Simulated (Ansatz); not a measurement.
The starting structures come from a database of crystals and need not be the phases stable at ambient conditions.

Crystal: K2TeCl6 (Fm-3m, not sure to be the ambient phase, 9 atoms a cell, 28.8 Å³ an atom); planes in its conventional cell.

Computed with r2SCAN (plane waves, PAW; Ansatz, an electronic-structure program).

The gap is the functional's own, uncorrected, and κ follows it; spin-orbit coupling is left out. Mid-gap values are interpolated between the computed energies.

| plane | area of the cell (Å²) | mid-gap κ (1/Å) | largest κ in the gap (1/Å) |
|---|---|---|---|
| (110) | 72.4 | 0.30 | 0.32 |
| (001) | 51.2 | … | … |

Q: The slowest decay depends on the direction. Supply the withheld values.

A: 
- (001), mid-gap κ (1/Å): 0.33
- (001), largest κ in the gap (1/Å): 0.35
